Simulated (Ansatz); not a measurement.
Effect of isotropic strain +2.50 % on InAs

Base system: InAs in the zinc blende structure (space group F-43m, No. 216; a = 6.026 Å).

It is then changed as follows: every lattice vector is stretched by 2.50 %; the atoms relax in the strained cell.

Computed with LDA (Ansatz, a quantum-chemistry and plane-wave program, PAW, no spin-orbit coupling). k-mesh 10×10×10 (Γ-centred); smearing 0.05 eV (Fermi–Dirac).

The volume per atom rises by 2.103 Å³ to 29.46 Å³ and the space group stays F-43m (No. 216). The shortest interatomic distance goes up by 0.0652 Å to 2.675 Å and the energy grows by 26 meV/atom. The pressure goes from zero to -3.7 GPa and the band gap stays zero.

Final structure:

```
InAs
1.0
    0.00000     3.08835     3.08835
    3.08835     0.00000     3.08835
    3.08835     3.08835     0.00000
In As
1 1
Direct
  0.00000   0.00000   0.00000
  0.25000   0.25000   0.25000
```

The mesh was chosen for an insulator and is coarse for the gapless case. Stability against distortions was not tested. All final runs are without spin polarisation. A zero or small gap of InAs can be the functional's error rather than a property of the material.
